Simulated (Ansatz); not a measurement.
# MnF2 in the CdI2 type structure (space group P-3m1, No. 164; ferromagnetic; a hypothetical phase, not in the database extracts checked; layered, stacked along the Cartesian z axis)

```
MnF2
1.0
    3.32809     0.00000     0.00000
   -1.66405     2.88221     0.00000
    0.00000     0.00000     4.28100
Mn F
1 2
Direct
  0.00000   0.00000   0.00000
  0.33333   0.66667   0.22373
  0.66667   0.33333   0.77627
```

Level of theory: PBE-D3(BJ), PAW, 420 eV (Ansatz, a first-principles code; scalar-relativistic without spin-orbit coupling). k-mesh 11×11×8 (Γ-centred); smearing 0.05 eV (Fermi–Dirac).

Volume per atom: 13.69 Å³
Density: 3.76 g/cm³
Band gap: 1.70 eV, indirect, A → Γ
Electron mass: 0.65 mₑ along c, 0.51 mₑ across
Magnetic state: ferromagnetic
Total energy: -1839.051 eV/atom (σ→0; compares only within this code and set-up)

Masses are band curvatures over ±0.01 Å⁻¹ around the edge. Whether these cells are dynamically stable was not tested. No Hubbard U is applied and the magnetic state is the run's own (MnF2 ferromagnetic); small cells can't hold the antiferromagnetic order that many such compounds have, so gaps and moments can be off. The program warned that a D3 coordination switch lies within reach, so dispersion energies are less smooth here.
